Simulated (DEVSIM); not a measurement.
System: Schottky contact on p-type Si, at 350 K.

Layer 1 from the left is Si, thickness (μm) 8.90, Na (cm⁻³) 2.7e16, τn (s) 2.1e-7, τp (s) 2.1e-7.

Left contact: Schottky, work function 4.444 eV, emission velocity 5.3e6 cm/s. Right contact: ohmic. Voltage is applied to the left contact. Recombination: SRH at mid-gap. Mobility is μmin + (μ − μmin)/(1 + (N/Nref)^α).

This is a model device: material constants are rounded textbook-type values typed into the input, and sizes, dopings and lifetimes were drawn at random. Values at 300 K; Nc and Nv go as T^1.5, mobilities as T to minus their exponent, the gap by Varshni's rule with the affinity fixed.

Si: gap (eV) 1.124, affinity (eV) 4.05, permittivity 11.7, Nc (cm⁻³) 2.86e19, Nv (cm⁻³) 3.1e19, μn (cm²/Vs) 1417, μp (cm²/Vs) 470, μn,min 52, μp,min 45, Nref,n 9.7e16, Nref,p 2.2e17, αn 0.68, αp 0.72, T exponent of μn 2.3, T exponent of μp 2.2, Varshni α (eV/K) 0.000473, Varshni β (K) 636.

Simulated with DEVSIM: 1D drift-diffusion, Boltzmann statistics, complete ionisation; no tunnelling, impact ionisation, image-force lowering or self-heating. Metal contacts follow the ideal Schottky-Mott rule: no Fermi-level pinning, no interface dipoles.

Dark forward current:

```tsv
|V| (V)	|J| (A/cm²)
0.05	0.005064
0.10	0.03105
0.15	0.1637
0.20	0.8268
0.25	3.891
0.30	14.97
0.35	40.58
0.40	79.76
0.45	127.7
0.50	181.0
0.55	237.6
0.60	296.4
0.65	356.8
0.70	418.4
0.75	480.9
0.80	544.1
0.85	607.8
0.90	672.1
0.95	736.7
1.00	801.7
1.05	867.0
1.10	932.5
1.15	998.2
1.20	1064
1.25	1130
1.30	1197
```

Problem. Work out the local ideality factor n = ΔV / (kT/q · ln(J2/J1)) between the rows 0.15 and 0.20 V, 1.25 and 1.30 V.

Solution. kT/q = 30.16 mV. From 0.15 to 0.20 V: ln(0.8268/0.1637) = 1.620, n = 1.02, near the 1 of diffusion or emission over a barrier. From 1.25 to 1.30 V: ln(1197/1130) = 0.058, n = 28.78; the layers' resistance at their doping, Σ W/(qμN) = 0.00073 Ω cm², would take 49 mV of this step of 50 mV.

Problem. Estimate the current at 0.15 V for emission alone, J0 = q v N_band exp(−φB/kT), and read the barrier back from the simulated current.

Solution. φB = 0.717 eV, N_band = 3.91e19 cm⁻³, J0 = 0.00159 A/cm²; J = J0 (exp(qV/kT) − 1) = 0.228 A/cm². The simulation gives 0.164 A/cm²; the estimate lies 39 % above. Read backwards, the simulated current gives an apparent barrier of 0.727 eV. The estimate leaves out transport through the depletion region and minority injection.
